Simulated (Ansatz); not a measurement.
# ZnSe (model structure, started from the WC type, P-6m2, No. 187, 2 atoms in the cell)

Computed with r²SCAN (PAW; Ansatz, an electronic-structure program).

Settings: plane-wave cutoff 560 eV, 18×18×16 k mesh (along the axes of the cell as run), Fermi–Dirac smearing 0.05 eV, scalar-relativistic PAW data made under PBE.

Cell (relaxed at this level):

```yaml
crystal:
  lattice:
    - [3.70221, 0.00000, 0.00000]
    - [-1.85111, 3.20621, 0.00000]
    - [0.00000, 0.00000, 3.30793]
  atoms:
    - { symbol: Zn, position: [0.00000, 0.00000, 0.00000] }
    - { symbol: Se, position: [0.66667, 0.33333, 0.50000] }
```

```yaml
band_gap: zero (no gap)
bulk modulus B0: 70.1 GPa
```

Note: the bulk modulus is −V dP/dV from two relaxed cells at ±2 % in volume; the relaxation could raise the start's symmetry but not lower it, so the cell can be a saddle point.

Spin–orbit coupling is not included.

A model structure was made by putting elements into a prototype or built by hand; it is no filed structure, need not be a known phase, and can be a saddle point held by its symmetry.
